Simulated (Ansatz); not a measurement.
**What biaxial strain +2.50 %, plane normal [111], relaxed out of plane does to AlRu**

Base system: AlRu in the CsCl type structure (space group Pm-3m, No. 221; a = 2.983 Å; relaxed with 0.1 eV smearing). Axes: x, y, z lie along the cube axes.

Now apply this change: tensile biaxial strain of 2.50 % in the plane normal to [111], as in epitaxy on a mismatched substrate; the out-of-plane cell vector and the atoms relax.

Level of theory: plane-wave PAW DFT at the r2SCAN level (Ansatz, a quantum-chemistry and plane-wave program, 500 eV), no spin-orbit coupling. Settings: 19×19×19 k-points, 0.1 eV Fermi–Dirac smearing.

```tsv
quantity	base	changed	shift
volume per atom	13.27 Å³	13.75 Å³	+0.475 Å³
space group	Pm-3m (No. 221)	R-3m (No. 166)	–
energy relative to the base (free energy F)	0 meV/atom	+22 meV/atom	+22 meV/atom
pressure (mean of the normal stresses, compression positive)	0.0 GPa	-6.9 GPa	-6.9 GPa
band gap	zero	zero	–
out-of-plane strain	–	-1.42 %	–
ratio −ε⊥/ε∥	–	0.57	–
mean in-plane stress (compression positive)	–	-10.3 GPa	–
```

Final structure (turned so that z lies along the plane normal):

```xyz
2
Lattice="4.3243 0.0000 0.0000 2.1621 3.7449 0.0000 2.1621 -1.2483 1.6979" Properties=species:S:1:pos:R:3 pbc="T T T"
Al     2.1621     1.2483     0.8490
Ru     0.0000     0.0000     0.0000
```

Whether these cells are dynamically stable was not tested. The final runs are not spin-polarised.
